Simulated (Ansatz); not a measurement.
Base system: BaTiO₃ in the cubic perovskite structure (space group Pm-3m, No. 221; a = 3.935 Å). Axes: x, y, z lie along the cube axes.

Computed with DFT with LDA, PAW potentials and a 420 eV plane-wave cutoff in Ansatz (a first-principles code), spin-orbit coupling left out.

Now apply this change: an isotropic linear strain of +2.40 %; the atoms relax in the strained cell.

### Question
Predict the stress tensor and what it implies for the stiffness.

### Answer
Stress of the strained cell less that of the base (GPa, compression positive):
```
 -11.86    0.00    0.00
   0.00  -11.86    0.00
   0.00    0.00  -11.86
```

Then B = −ΔP/(ΔV/V₀) with ΔV/V₀ = 0.0737 gives secant stiffness values (nonlinear terms included at this strain): B ≈ 161 GPa.

As a check, the harmonic strain energy −½ V₀ Δσ:ε is 32 meV/atom; the computed energy rise is 36 meV/atom.

Whether these cells are dynamically stable was not tested. The final runs are not spin-polarised. Many cubic perovskites are stable only at high temperature; tilts and polar distortions were not tested. This is not the structure that BaTiO3 has at room temperature and ambient pressure.
